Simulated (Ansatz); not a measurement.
A self-consistent single point of Sr2Te2Zn3P2O14 (P2_1/c, 46 atoms in the cell) with Ansatz (a first-principles code).

Computed with LDA (PW92), default PAW files made with PBE (plane waves; Ansatz).

```yaml
crystal:
  lattice:
    - [5.13254, 0.00000, 0.00000]
    - [0.00000, 7.72131, 0.00000]
    - [-0.10707, 0.00000, 14.99823]
  atoms:
    - { symbol: Sr, position: [0.50188, 0.94914, 0.70308] }
    - { symbol: Sr, position: [0.49812, 0.44914, 0.79692] }
    - { symbol: Sr, position: [0.49812, 0.05086, 0.29692] }
    - { symbol: Sr, position: [0.50188, 0.55086, 0.20308] }
    - { symbol: Te, position: [0.51464, 0.72900, 0.49242] }
    - { symbol: Te, position: [0.48536, 0.22900, 0.00758] }
    - { symbol: Te, position: [0.48536, 0.27100, 0.50758] }
    - { symbol: Te, position: [0.51464, 0.77100, 0.99242] }
    - { symbol: Zn, position: [0.99096, 0.60861, 0.61694] }
    - { symbol: Zn, position: [0.00904, 0.10861, 0.88306] }
    - { symbol: Zn, position: [0.00904, 0.39139, 0.38306] }
    - { symbol: Zn, position: [0.99096, 0.89139, 0.11694] }
    - { symbol: Zn, position: [0.00000, 0.00000, 0.50000] }
    - { symbol: Zn, position: [0.00000, 0.50000, 0.00000] }
    - { symbol: P, position: [0.95370, 0.73500, 0.80708] }
    - { symbol: P, position: [0.04630, 0.23500, 0.69292] }
    - { symbol: P, position: [0.04630, 0.26500, 0.19292] }
    - { symbol: P, position: [0.95370, 0.76500, 0.30708] }
    - { symbol: O, position: [0.80100, 0.68320, 0.72380] }
    - { symbol: O, position: [0.19900, 0.18320, 0.77620] }
    - { symbol: O, position: [0.19900, 0.31680, 0.27620] }
    - { symbol: O, position: [0.80100, 0.81680, 0.22380] }
    - { symbol: O, position: [0.25350, 0.75880, 0.57460] }
    - { symbol: O, position: [0.74650, 0.25880, 0.92540] }
    - { symbol: O, position: [0.74650, 0.24120, 0.42540] }
    - { symbol: O, position: [0.25350, 0.74120, 0.07460] }
    - { symbol: O, position: [0.70440, 0.89830, 0.55360] }
    - { symbol: O, position: [0.29560, 0.39830, 0.94640] }
    - { symbol: O, position: [0.29560, 0.10170, 0.44640] }
    - { symbol: O, position: [0.70440, 0.60170, 0.05360] }
    - { symbol: O, position: [0.84170, 0.90930, 0.83090] }
    - { symbol: O, position: [0.15830, 0.40930, 0.66910] }
    - { symbol: O, position: [0.15830, 0.09070, 0.16910] }
    - { symbol: O, position: [0.84170, 0.59070, 0.33090] }
    - { symbol: O, position: [0.88370, 0.60650, 0.87820] }
    - { symbol: O, position: [0.11630, 0.10650, 0.62180] }
    - { symbol: O, position: [0.11630, 0.39350, 0.12180] }
    - { symbol: O, position: [0.88370, 0.89350, 0.37820] }
    - { symbol: O, position: [0.24020, 0.73830, 0.78980] }
    - { symbol: O, position: [0.75980, 0.23830, 0.71020] }
    - { symbol: O, position: [0.75980, 0.26170, 0.21020] }
    - { symbol: O, position: [0.24020, 0.76170, 0.28980] }
    - { symbol: O, position: [0.71120, 0.54920, 0.53910] }
    - { symbol: O, position: [0.28880, 0.04920, 0.96090] }
    - { symbol: O, position: [0.28880, 0.45080, 0.46090] }
    - { symbol: O, position: [0.71120, 0.95080, 0.03910] }
```

Reference input (self-consistent single point, DFT, LDA (PW92), plane waves, default PAW files made with PBE): basis.ecutwfc = 420 eV; kpoints.mp_grid.grid = 3 2 1; kpoints.mp_grid.shift = 0.5 0.5 0.5; hamiltonian.xc = lda; hamiltonian.pseudopotentials = {kind: paw} (the program's default PAW files); scf.occupations.method = gaussian; scf.occupations.width = 0.272 eV. This run's input differs from it in these lines:

Ansatz 0.2 input:
```diff
@@ -56,3 +56,3 @@
 kpoints:
-  mp_grid: { grid: [3, 2, 1], shift: [0.5, 0.5, 0.5] }
+  mp_grid: { grid: [3, 2, 1] }
 hamiltonian:
```

Output, abridged:

```
SCF iter   1: F=—  HF=-79038.560154 eV  |F-HF|=—  |Δ(HF+E_count)|=         —  Δρ=1.57e-2  dr2=1.26e0  ethr=1.77e-3  ⟨swp⟩=9.2  Hψ=4955  notcnv=0
all-band conjugate gradients solve this SCF's bands
preconditioner: auto → Resta (q_TF=auto, 2.514 Å⁻¹)
SCF iter   2: F=—  HF=-79038.215685 eV  |F-HF|=—  |Δ(HF+E_count)|=   3.44e-1  Δρ=3.98e-3  dr2=5.27e-2  ethr=3.46e-4  ⟨swp⟩=2.0  Hψ=1507  notcnv=0
   [... lines left out ...]
SCF iter   7: F=—  HF=-79038.198206 eV  |F-HF|=—  |Δ(HF+E_count)|=   7.20e-4  Δρ=2.96e-5  dr2=6.01e-6  ethr=2.20e-8  ⟨swp⟩=2.0  Hψ=1296  notcnv=0
SCF iter   8: F=—  HF=-79038.198208 eV  |F-HF|=—  |Δ(HF+E_count)|=   1.23e-6  Δρ=1.48e-5  dr2=1.21e-6  ethr=1.65e-9  ⟨swp⟩=2.0  Hψ=1468  notcnv=0
SCF iter   9: F=—  HF=-79038.198208 eV  |F-HF|=—  |Δ(HF+E_count)|=   2.22e-8  Δρ=7.49e-6  dr2=3.12e-7  ethr=3.31e-10  ⟨swp⟩=2.0  Hψ=1373  notcnv=0
SCF iter  10: F=-79038.198208 eV  HF=-79038.198208 eV  |F-HF|=1.31e-10  |Δ(HF+E_count)|=   2.95e-9  Δρ=2.35e-6  dr2=4.11e-8  ethr=2.75e-11  ⟨swp⟩=15.0  Hψ=5576  notcnv=0
SCF 1 converged in 10 iterations: F = -79038.198208 eV  dr2 = 4.11e-8
Free energy (F): -79038.198208 eV
Internal energy: -79038.198208 eV  (E = F + TS)
E sigma→0 (E₀):  -79038.198208 eV
Fermi energy:    8.865036 eV
--- Forces (eV/Å), atoms counted from 1 ---
  atom   1  Sr    -0.03691988     0.00177707    -0.01161067
  atom   2  Sr     0.03691988     0.00177707     0.01161067
  atom   3  Sr     0.03691988    -0.00177707     0.01161067
  atom   4  Sr    -0.03691988    -0.00177707    -0.01161067
  atom   5  Te    -0.40271505    -0.05350345    -2.30875258
   [... 37 lines left out ...]
  atom  43  O      0.63274016    -0.85062040     0.52840292
  atom  44  O     -0.63274016    -0.85062040    -0.52840292
  atom  45  O     -0.63274016     0.85062040    -0.52840292
  atom  46  O      0.63274016     0.85062040     0.52840292
--- Stress (GPa, compression-positive) ---
        6.372070      -0.000000      -0.265517
       -0.000000       6.092503      -0.000000
       -0.265517      -0.000000       5.868878
  P = ⅓ Tr σ = 6.1112 GPa (61.112 kbar)
  The stress holds the Pulay correction. Without it, at fixed plane waves, as pw.x and ABINIT print it: P = 5.2943 GPa
```

The run converged in 10 iterations. Against the reference run the free energy stays essentially unchanged (within 1 meV/atom), the pressure stays at 6.11 GPa, the largest force moves little (2.346 to 2.344 eV/Å) and the gap on the mesh goes from 4.354 to 4.185 eV.

The starting cell comes from a database of published, mostly measured structures (it also holds non-ambient and calculated ones), without a prior relaxation at this level. Its lattice was rescaled by a random factor within 2.5 % of one. Spin-orbit coupling is off. Forces in this geometry exceed 1 eV/Å. Ansatz's pressure includes its estimate of the finite-basis (Pulay) stress. Without the estimate this run gives 5.29 GPa.

Cost on one core of a shared machine: roughly 50 s.
